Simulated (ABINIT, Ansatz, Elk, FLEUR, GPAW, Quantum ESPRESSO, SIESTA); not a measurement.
# One structure in several programs: MnS (Fm-3m, 2 atoms in the cell)

Self-consistent single point.

```xyz
2
Lattice="0.0000 2.4802 2.4802 2.4802 0.0000 2.4802 2.4802 2.4802 0.0000" Properties=species:S:1:pos:R:3 pbc="T T T"
S      0.0000     0.0000     0.0000
Mn     2.4802     2.4802     2.4802
```
Moments meant for the start (each program seeds them in its own way; μB, in the order of the atoms S Mn): 0.0 4.0.

Shared settings, as Ansatz (a quantum-chemistry and plane-wave program) writes them: kpoints.mp_grid.grid = 9 9 9; scf.occupations.method = gaussian; scf.occupations.width = 0.2 eV. Potentials and cutoffs stand in the table.

```tsv
code	model	pressure (GPa)	size of the net moment (μB/atom)	cutoff
GPAW	PBEsol, GPAW PAW datasets PBEsol (made by gpaw-setup)	-1.20	2.03	800 eV
ABINIT	PBEsol, norm-conserving pseudopotentials (PseudoDojo nc-sr-04 PBEsol standard)	-0.25	2.09	48 Ha
Quantum ESPRESSO	PBEsol, SSSP 1.1.2 efficiency (PBE) pseudopotentials	-1.23	2.06	50 Ry
Ansatz	PBEsol, default PAW files made with PBE	-1.51	2.05	420 eV
FLEUR	PBEsol, all-electron FLAPW (FLEUR), scalar-relativistic valence	–	2.05	Kmax 4.6 1/bohr
SIESTA	GGA PBEsol, numerical atomic orbitals TZP, PseudoDojo PBEsol standard norm-conserving potentials (rewritten from UPF to PSML)	-0.21	2.10	grid 300 Ry
Elk	PBEsol, all-electron FP-LAPW, Elk's shipped species files, default APW+lo basis	–	2.03	rgkmax 7
```

A dash marks a value that a program does not give, or that is left out as unsure.

On Ansatz's run: with one magnetic atom in the cell only a parallel order is possible.

The spread over the programs that give each value: pressure within 1.30 GPa; size of the net moment within 0.07 μB/atom.

SIESTA uses small atom-centred bases, whose incompleteness enters pressures, forces and empty levels differently from a plane-wave cutoff. FLEUR and Elk treat all electrons, but the usual bases taken here (sphere radii, linearisation, local orbitals, empty states) were not tested for convergence, so the values are no reference for the others. Ansatz's pressure is given at a fixed set of plane waves, as the other plane-wave codes print theirs; with its correction for the finite basis it is -1.48 GPa. In the pressure, SIESTA (by 1.00) lies more than 1 GPa from the median of the plane-wave programs.

The starting cell was generated: these elements placed on a structure prototype, without a prior relaxation; it need not be a known phase or ordering of this composition. Its lattice was rescaled by a random factor within 2.5 % of one.

Keys are those of Ansatz 0.2.
